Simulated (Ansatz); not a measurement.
Density of states of Nb$_{2}$Co$_{3}$Si (P6_3/mmc) near the Fermi level, Ansatz (a quantum-chemistry and plane-wave program) with PBEsol, rigid bands.

```csv
E − E_F (eV),states/eV/cell
-1.95,24.1
-1.85,23.8
-1.75,15.2
-1.65,12.7
-1.55,11.8
-1.45,10.2
-1.35,10.1
-1.25,6.85
-1.15,6.97
-1.05,10.3
-0.95,12.1
-0.85,23.0
-0.75,27.0
-0.65,24.8
-0.55,19.3
-0.45,15.9
-0.35,12.8
-0.25,13.2
-0.15,12.5
-0.05,13.1
0.05,13.0
0.15,10.3
0.25,16.4
0.35,13.3
0.45,14.1
0.55,13.0
0.65,10.6
0.75,11.1
0.85,12.4
0.95,11.4
1.05,7.44
1.15,4.97
1.25,4.74
1.35,5.24
1.45,5.01
1.55,7.61
1.65,6.78
1.75,7.04
1.85,5.58
```

Question: With 12 atoms a cell, what bare Sommerfeld coefficient γ = (π²/3) k_B² N(E_F) follows?

Answer: N(E_F) ≈ 13.5 states/eV a cell at 300 K, so γ ≈ 2.6 mJ/(mol of atoms·K²), before electron-phonon enhancement.

Question: How far does the Fermi level move in a rigid band for 0.1 electron a cell added or removed?

Answer: 7 meV and -7 meV.

A metal at this level (no band gap); rigid bands, thermally averaged at 300 K, both spins. Spin-orbit coupling is left out. Geometry: cell and atoms relaxed with PBEsol.

Computed structure with no diffraction record at hand here (it may be known, metastable or hypothetical): Nb2Co3Si (P6_3/mmc). Treated as nonmagnetic (a ferromagnetic start lost its moment, other orders weren't tried): Nb2Co3Si (P6_3/mmc).
